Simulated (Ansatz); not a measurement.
The reference is Al2O3 in the corundum structure (space group R-3c, No. 167).

```
CELL_PARAMETERS angstrom
      2.36460     1.36520     4.29721
     -2.36460     1.36520     4.29721
      0.00000    -2.73040     4.29721
ATOMIC_POSITIONS crystal
  Al 0.64798 0.64798 0.64798
  Al 0.14798 0.14798 0.14798
  Al 0.35202 0.35202 0.35202
  Al 0.85202 0.85202 0.85202
  O  0.75000 0.44414 0.05586
  O  0.05586 0.75000 0.44414
  O  0.25000 0.55586 0.94414
  O  0.55586 0.94414 0.25000
  O  0.94414 0.25000 0.55586
  O  0.44414 0.05586 0.75000
```

Cartesian axes are those of the cell as printed.

Calculations: plane-wave PAW DFT at the LDA level (Ansatz, a program for electronic structure, 420 eV), without spin-orbit coupling.

The change: tensor shear ε_xz = +1.60 % (engineering shear γ = 0.0320), atoms relaxed at fixed cell.

**Question.** Predict the stress tensor and what it implies for the stiffness.

**Answer.** Stress of the strained cell less that of the base (GPa, compression positive):
```
   0.32   -0.60   -4.87
  -0.60    0.15   -0.04
  -4.87   -0.04    0.32
```

Then −Δσ/γ with γ = 2ε = 0.0320 gives secant stiffness values (nonlinear terms included at this strain): C55 ≈ 152 GPa.

As a check, the harmonic strain energy −½ V₀ Δσ:ε is 4.0 meV/atom; the computed energy rise is 4.1 meV/atom.

Stability against distortions was not tested.
